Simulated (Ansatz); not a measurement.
# Short convergence ladders for Be4AlNi (R3m, 6 atoms in the cell)

```
Be4AlNi
1.0
    0.00000     2.98435     2.98435
    2.98435     0.00000     2.98435
    2.98435     2.98435     0.00000
Be Al Ni
4 1 1
Cartesian
  2.25889   2.25889   2.25889
  2.23003   3.73868   3.73868
  3.73868   3.73868   2.23003
  3.73868   2.23003   3.73868
  4.47653   4.47653   4.47653
  0.00000   0.00000   0.00000
```

Base method: PBEsol, default PAW files made with PBE (plane waves; Ansatz, a quantum-chemistry and plane-wave program).

Base settings: basis.ecutwfc = 420 eV; kpoints.mp_grid.grid = 10 10 10; hamiltonian.xc = pbesol; hamiltonian.pseudopotentials = {kind: paw} (the program's default PAW files); scf.occupations.method = fermi_dirac; scf.occupations.width = 0.1 eV.

The count of work is k-points × plane waves × bands × iterations; it is no time. Core times come from one kind of shared machine, to one figure; runs under 30 s give none.

**The cutoff for other potential files**

Level: DFT, PBEsol, plane waves, harder PAW files (source: ansatz) made with PBE.

In this ladder: hamiltonian.pseudopotentials = {kind: paw, source: ansatz}.

The second cell is the first with its lattice scaled by 0.98.

The mesh stays at the base's, so the ladder's end is converged at best in this setting alone.

The first pressure column holds Ansatz's estimate of the finite-basis (Pulay) stress, which hides part of the cutoff error; the other is without it.

Only quantities that move along the ladder and can be compared are tabulated.

```tsv
basis.ecutwfc	free energy less the last step's (meV/atom)	energy of the compressed cell less the first (meV/atom)	pressure (GPa)	pressure without the Pulay estimate (GPa)	largest difference of a force vector from the last step's (eV/Å)	count of work / last	core time / last (rough)
430 eV	1972.62	22.56	2.06	-185.17	0.010	0.12	–
530 eV	302.19	19.76	1.46	-35.84	0.003	0.14	–
670 eV	16.44	21.06	1.56	-1.41	0.001	0.21	0.2
815 eV	1.17	20.92	1.52	1.42	0.000	0.27	–
960 eV	0.64	20.91	1.51	1.48	0.000	0.36	0.2
1150 eV	0.26	20.91	1.51	1.49	0.000	0.47	0.5
1440 eV	0.09	20.90	1.51	1.51	0.000	0.66	0.9
1920 eV	0.00	20.90	1.51	1.50	0.000	1.0	1
```

Coarsest basis.ecutwfc that holds the pressure within 0.2 GPa of the last step, with all finer ones: 530 eV, at 0.14 of the last step's count of work; the step before is off by 0.55 GPa.

Coarsest basis.ecutwfc that holds the pressure without the Pulay estimate within 1 GPa of the last step, with all finer ones: 815 eV, at 0.27 of the last step's count of work; the step before is off by 2.9 GPa.

Coarsest basis.ecutwfc that holds the forces within 0.005 eV/Å of the last step, with all finer ones: 530 eV, at 0.14 of the last step's count of work; the step before is off by 0.010 eV/Å.

The energy difference between the two cells stays within 1 meV/atom of the last step's from 670 eV on, the total only from 960 eV on: much of the error is common to both cells and cancels.

At the lowest cutoff the pressure without the Pulay estimate lies 187 GPa under the last step's, the usual sign of Pulay stress in an incomplete plane-wave basis.

**The density cutoff**

The mesh stays at the base's, so the ladder's end is converged at best in this setting alone.

Only quantities that move along the ladder and can be compared are tabulated.

| basis.ecutrho_ratio | free energy less the last step's (meV/atom) | pressure (GPa) |
|---|---|---|
| 2 | -1.52 | 1.80 |
| 3 | -0.02 | 1.61 |
| 4 | 0.00 | 1.60 |
| 5 | 0.00 | 1.60 |
| 6 | 0.00 | 1.60 |
| 8 | 0.00 | 1.60 |
| 10 | 0.00 | 1.60 |
| 12 | 0.00 | 1.60 |
| 16 | 0.00 | 1.60 |

Coarsest basis.ecutrho_ratio that holds the free energy within 0.5 meV/atom of the last step, with all finer ones: 3; the step before is off by 1.5 meV/atom.

Coarsest basis.ecutrho_ratio that holds the pressure within 0.1 GPa of the last step, with all finer ones: 3; the step before is off by 0.19 GPa.

**The relaxed cell against the cutoff**

On Be4AlNi (F-43m, 6 atoms in the cell): atoms on their sites.

In this ladder: relax = cell and atoms.

The mesh stays at the base's, so the ladder's end is converged at best in this setting alone.

Only quantities that move along the ladder and can be compared are tabulated.

| basis.ecutwfc | relaxed volume (Å³/atom) | relaxation steps | core time / last (rough) |
|---|---|---|---|
| 210 eV | 9.222 | 33 | 0.9 |
| 250 eV | 9.085 | 17 | 0.5 |
| 295 eV | 9.015 | 9 | 0.6 |
| 355 eV | 8.952 | 6 | – |
| 420 eV | 8.952 | 4 | – |
| 505 eV | 8.953 | 4 | – |
| 630 eV | 8.952 | 4 | – |
| 840 eV | 8.952 | 4 | 1 |

Coarsest basis.ecutwfc that holds the relaxed volume within 0.018 Å³/atom of the last step, with all finer ones: 355 eV; the step before is off by 0.063 Å³/atom.

At the lowest cutoff the cell relaxes to a volume 3.0 % larger than at the highest. Ansatz relaxes on a stress corrected for the finite basis.

On the base run: the starting cell comes from a database of computed structures (which also holds hypothetical and non-ambient phases and stackings), without a prior relaxation at this level. Its lattice was rescaled by up to half a per cent. One atom was moved a little off its site on purpose. Spin polarisation is off.

Keys are those of Ansatz 0.2.
